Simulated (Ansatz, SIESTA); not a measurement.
An Ansatz (an electronic-structure program) input for a self-consistent single point of SiRu (P1, 2 atoms in the cell) (DFT, LDA (PW92), plane waves, default PAW files made with PBE):

Ansatz 0.2 input:
```yaml
crystal:
  lattice:
    - [2.91612000, 0.00000000, 0.00000000]
    - [0.00000000, 2.91612000, 0.00000000]
    - [0.00000000, 0.00000000, 2.91612000]
  atoms:
    - { symbol: Si, position: [0.49110000, 0.49091900, 0.48838500] }
    - { symbol: Ru, position: [0.00890000, 0.00908100, 0.01161500] }
basis:
  ecutwfc: 30.9 Ry
kpoints:
  mp_grid:
    grid: [8, 8, 8]
hamiltonian:
  xc: lda
  pseudopotentials:
    kind: paw
scf:
  occupations:
    method: fermi_dirac
    width: 0.0073 Ry
output:
  forces: true
  eigenvalues: true
  stress: true
```

Question: Translate this input to SIESTA.

Answer: One input that does it (others would too):

```
# files in the folder: Si.psml Ru.psml (PseudoDojo LDA standard)
SystemName  SiRu
SystemLabel siru

NumberOfAtoms                2
NumberOfSpecies              2
%block ChemicalSpeciesLabel
  1 14 Si
  2 44 Ru
%endblock ChemicalSpeciesLabel
LatticeConstant              1.0 Ang
%block LatticeVectors
     2.916120000    0.000000000    0.000000000
     0.000000000    2.916120000    0.000000000
     0.000000000    0.000000000    2.916120000
%endblock LatticeVectors
AtomicCoordinatesFormat      Ang
%block AtomicCoordinatesAndAtomicSpecies
     1.432106532    1.431578714    1.424189266  1
     0.025953468    0.026481286    0.033870734  2
%endblock AtomicCoordinatesAndAtomicSpecies

XC.functional                LDA
XC.authors                   PW92
PAO.BasisSize                TZP
PAO.EnergyShift              0.01 Ry
MeshCutoff                   400 Ry
%block kgrid.MonkhorstPack
    8   0   0  0.0
    0   8   0  0.0
    0   0   8  0.0
%endblock kgrid.MonkhorstPack
OccupationFunction           FD
ElectronicTemperature        100.0 meV

MaxSCFIterations             150
SCF.Mixer.Method             Pulay
SCF.Mixer.Weight             0.2
SCF.Mixer.History            6
SCF.DM.Tolerance             1.0E-05
Diag.ParallelOverK           true
WriteForces                  true
Charge.Mulliken              end
```

Basis, cutoffs, solver keys and any potentials are the target program's own. This input uses DFT, LDA PW92, numerical atomic orbitals TZP, PseudoDojo LDA standard norm-conserving potentials (rewritten from UPF to PSML). LDA parametrisations can differ slightly between programs. The width in Ry is rounded to four decimals.

The starting cell comes from a database of computed structures (which also holds hypothetical and non-ambient phases and stackings), without a prior relaxation at this level. For this run, on top of that: atoms moved at random.
